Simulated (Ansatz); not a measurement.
ZnS (F-43m), HSE06, rigid bands in Ansatz (a first-principles code): N_c = 2.42e18 cm⁻³ at 300 K and an electron conductivity mass of 0.210 mₑ.

Task: For 1e16 electrons per cm³ at 300 K, place the Fermi level, estimate the Seebeck coefficient of a parabolic band with constant τ, and give mobility and conductivity for τ = 10 fs.

Result: The level lies k_BT ln(N_c/n) = 0.142 eV below the conduction-band minimum. S ≈ −(k_B/e)[ln(N_c/n) + 5/2] = -688 μV/K, against -684 μV/K from the full bands (mean over directions). μ = eτ/m = 83.8 cm²/(V·s) and σ = neμ = 0.134 S/cm. τ is assumed, not computed.

Band transport and this doping are assumed; polarons and phonon drag are left out. Spin-orbit coupling is left out. Geometry: cell and atoms relaxed with PBEsol.
